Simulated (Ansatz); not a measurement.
Worked example: self-consistent single point of Sr5As3O12F (P6_3/m, 42 atoms in the cell) in Ansatz (a program for electronic structure).

Method of the run: LDA (PW92), default PAW files made with PBE (plane waves; Ansatz).

The change in words: lattice scaled by 0.985; basis.ecutwfc: 30.9 Ry → 18.4 Ry. Reference geometry:
```yaml
crystal:
  lattice:
    - [9.92407, 0.00000, 0.00000]
    - [-4.96203, 8.59449, 0.00000]
    - [0.00000, 0.00000, 7.34619]
  atoms:
    - { symbol: Sr, position: [0.33333, 0.66667, 0.00132] }
    - { symbol: Sr, position: [0.66667, 0.33333, 0.50132] }
    - { symbol: Sr, position: [0.66667, 0.33333, 0.99868] }
    - { symbol: Sr, position: [0.33333, 0.66667, 0.49868] }
    - { symbol: Sr, position: [0.23777, 0.98886, 0.25000] }
    - { symbol: Sr, position: [0.24891, 0.23777, 0.75000] }
    - { symbol: Sr, position: [0.01114, 0.24891, 0.25000] }
    - { symbol: Sr, position: [0.76223, 0.01114, 0.75000] }
    - { symbol: Sr, position: [0.75109, 0.76223, 0.25000] }
    - { symbol: Sr, position: [0.98886, 0.75109, 0.75000] }
    - { symbol: As, position: [0.40023, 0.37000, 0.25000] }
    - { symbol: As, position: [0.03023, 0.40023, 0.75000] }
    - { symbol: As, position: [0.63000, 0.03023, 0.25000] }
    - { symbol: As, position: [0.59977, 0.63000, 0.75000] }
    - { symbol: As, position: [0.96977, 0.59977, 0.25000] }
    - { symbol: As, position: [0.37000, 0.96977, 0.75000] }
    - { symbol: O, position: [0.32360, 0.48610, 0.25000] }
    - { symbol: O, position: [0.83750, 0.32360, 0.75000] }
    - { symbol: O, position: [0.51390, 0.83750, 0.25000] }
    - { symbol: O, position: [0.67640, 0.51390, 0.75000] }
    - { symbol: O, position: [0.16250, 0.67640, 0.25000] }
    - { symbol: O, position: [0.48610, 0.16250, 0.75000] }
    - { symbol: O, position: [0.59400, 0.47010, 0.25000] }
    - { symbol: O, position: [0.12390, 0.59400, 0.75000] }
    - { symbol: O, position: [0.52990, 0.12390, 0.25000] }
    - { symbol: O, position: [0.40600, 0.52990, 0.75000] }
    - { symbol: O, position: [0.87610, 0.40600, 0.25000] }
    - { symbol: O, position: [0.47010, 0.87610, 0.75000] }
    - { symbol: O, position: [0.34380, 0.25410, 0.06880] }
    - { symbol: O, position: [0.08970, 0.34380, 0.56880] }
    - { symbol: O, position: [0.74590, 0.08970, 0.06880] }
    - { symbol: O, position: [0.65620, 0.74590, 0.56880] }
    - { symbol: O, position: [0.91030, 0.65620, 0.06880] }
    - { symbol: O, position: [0.25410, 0.91030, 0.56880] }
    - { symbol: O, position: [0.65620, 0.74590, 0.93120] }
    - { symbol: O, position: [0.91030, 0.65620, 0.43120] }
    - { symbol: O, position: [0.25410, 0.91030, 0.93120] }
    - { symbol: O, position: [0.34380, 0.25410, 0.43120] }
    - { symbol: O, position: [0.08970, 0.34380, 0.93120] }
    - { symbol: O, position: [0.74590, 0.08970, 0.43120] }
    - { symbol: F, position: [0.00000, 0.00000, 0.25000] }
    - { symbol: F, position: [0.00000, 0.00000, 0.75000] }
```

Reference input (self-consistent single point, DFT, LDA (PW92), plane waves, default PAW files made with PBE): basis.ecutwfc = 30.9 Ry; kpoints.mp_grid.grid = 2 2 3; hamiltonian.xc = lda; hamiltonian.pseudopotentials = {kind: paw} (the program's default PAW files); scf.occupations.method = methfessel_paxton; scf.occupations.width = 0.0147 Ry. This run's input differs from it in these lines:

Ansatz 0.2 input:
```diff
@@ -2,5 +2,5 @@
   lattice:
-    - [9.92406600, 0.00000000, 0.00000000]
-    - [-4.96203300, 8.59449300, 0.00000000]
-    - [0.00000000, 0.00000000, 7.34619300]
+    - [9.77520500, 0.00000000, 0.00000000]
+    - [-4.88760300, 8.46557600, 0.00000000]
+    - [0.00000000, 0.00000000, 7.23600000]
   atoms:
@@ -49,3 +49,3 @@
 basis:
-  ecutwfc: 30.9 Ry
+  ecutwfc: 18.4 Ry
 kpoints:
```

Output, abridged:

```
SCF iter   1: F=—  HF=-77980.200967 eV  |F-HF|=—  |Δ(HF+E_count)|=         —  Δρ=6.37e-2  dr2=1.05e1  ethr=1.77e-3  ⟨swp⟩=8.2  Hψ=3982  notcnv=0
all-band conjugate gradients solve this SCF's bands
preconditioner: auto → Resta (q_TF=auto, 2.492 Å⁻¹)
SCF iter   2: F=—  HF=-77976.031849 eV  |F-HF|=—  |Δ(HF+E_count)|=    4.17e0  S|Δr|=    0.00e0  Δρ=1.61e-2  dr2=4.14e-1  ethr=1.77e-3  ⟨swp⟩=2.5  Hψ=1558  notcnv=0  defer=146
   [... lines left out ...]
SCF iter   8: F=—  HF=-77975.916066 eV  |F-HF|=—  |Δ(HF+E_count)|=   6.08e-7  S|Δr|=    0.00e0  Δρ=2.04e-5  dr2=1.94e-6  ethr=9.90e-10  ⟨swp⟩=2.0  Hψ=1414  notcnv=0  defer=146
SCF iter   9: F=—  HF=-77975.916066 eV  |F-HF|=—  |Δ(HF+E_count)|=   4.30e-7  S|Δr|=    0.00e0  Δρ=4.24e-6  dr2=1.35e-7  ethr=5.57e-10  ⟨swp⟩=2.0  Hψ=1254  notcnv=0  defer=146
SCF iter  10: F=-77975.916066 eV  HF=-77975.916066 eV  |F-HF|=4.37e-10  |Δ(HF+E_count)|=   7.77e-9  S|Δr|=    0.00e0  Δρ=9.13e-7  dr2=8.89e-9  ethr=2.87e-11  ⟨swp⟩=12.8  Hψ=4253  notcnv=0
SCF 1 converged in 10 iterations: F = -77975.916066 eV  dr2 = 8.89e-9
Stability not checked (fill_not_monotonic)
Free energy (F): -77975.916066 eV
Internal energy: -77975.916066 eV  (E = F + TS)
E sigma→0 (E₀):  -77975.916066 eV
Fermi energy:    8.422248 eV
--- Forces (eV/Å), atoms counted from 1 ---
  atom   1  Sr     0.00000000     0.00000000    -0.12634155
  atom   2  Sr    -0.00000000    -0.00000000    -0.12634155
  atom   3  Sr    -0.00000000    -0.00000000     0.12634155
  atom   4  Sr     0.00000000     0.00000000     0.12634155
  atom   5  Sr     0.10030860    -0.04008873    -0.00000000
   [... 33 lines left out ...]
   [... lines left out ...]
  atom  42  F      0.00000000     0.00000000    -0.00000000
--- Stress (GPa, compression-positive) ---
        7.757427       0.000000       0.000000
       -0.000000       7.757427       0.000000
        0.000000       0.000000       9.074249
  P = ⅓ Tr σ = 8.1964 GPa (81.964 kbar)
  The stress holds the Pulay correction. Without it, at fixed plane waves, as pw.x and ABINIT print it: P = -65.0967 GPa
```

The run converged in 10 iterations. Against the reference run the free energy goes up by 1.47 eV/atom, the pressure goes from 0.46 to 8.20 GPa, the largest force goes from 1.181 to 2.405 eV/Å and the gap on the mesh goes from 4.355 to 4.555 eV.

The starting cell comes from a database of published, mostly measured structures (it also holds non-ambient and calculated ones), without a prior relaxation at this level. Its lattice was rescaled by a random factor within 2.5 % of one. For this run, on top of that: lattice scaled by 0.985. Forces in this geometry exceed 1 eV/Å. Ansatz's pressure includes its estimate of the finite-basis (Pulay) stress. Without the estimate this run gives -65.10 GPa. The cutoff lies below the one recommended for these files.
